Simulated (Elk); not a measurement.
Band structure of HgAsPd₅ (P4/mmm, 7 atoms in the cell).

```yaml
crystal:
  lattice:
    - [4.10257, 0.00000, 0.00000]
    - [0.00000, 4.10257, 0.00000]
    - [0.00000, 0.00000, 7.23312]
  atoms:
    - { symbol: Hg, position: [0.50000, 0.50000, 0.00000] }
    - { symbol: As, position: [0.00000, 0.00000, 0.50000] }
    - { symbol: Pd, position: [0.00000, 0.00000, 0.00000] }
    - { symbol: Pd, position: [0.50000, 0.00000, 0.70767] }
    - { symbol: Pd, position: [0.50000, 0.00000, 0.29233] }
    - { symbol: Pd, position: [0.00000, 0.50000, 0.70767] }
    - { symbol: Pd, position: [0.00000, 0.50000, 0.29233] }
```

Level of theory: LDA (PW92), all-electron FP-LAPW, Elk's shipped species files, APW+lo basis with extra local orbitals in Elk.

Settings: rgkmax = 8; stype = 0; swidth = 0.00183747 Ha; ngridk = 6 6 3; gmaxvr = 14 1/bohr; nxlo = 2; lorbcnd = true; lmaxi = 3; maxscl = 100.

The starting cell comes from a database of computed structures (which also holds hypothetical and non-ambient phases and stackings), without a prior relaxation at this level. Its lattice was rescaled by a random factor within 2.5 % of one. Spin-orbit coupling is off. Spin polarisation is off. Values depend on the basis (sphere radii, cutoffs, local orbitals), which need not be converged.

Levels in eV from the Fermi level, bands 59 to 66:
```csv
point,59,60,61,62,63,64,65,66
Γ,-0.84,-0.24,-0.21,0.28,0.28,2.60,2.71,5.47
X,-1.33,-0.65,-0.20,0.04,0.28,1.25,2.25,4.26
M,-0.60,-0.60,-0.45,-0.45,0.18,0.96,0.96,1.66
Z,-0.40,-0.24,-0.21,1.04,1.85,1.85,3.36,3.36
R,-1.27,-1.11,-1.06,-0.59,2.34,2.54,2.68,3.61
A,-0.80,-0.39,-0.09,0.45,0.45,0.72,0.98,0.98
```

Bands cross the Fermi level along this path, so the cell is metallic at this level.
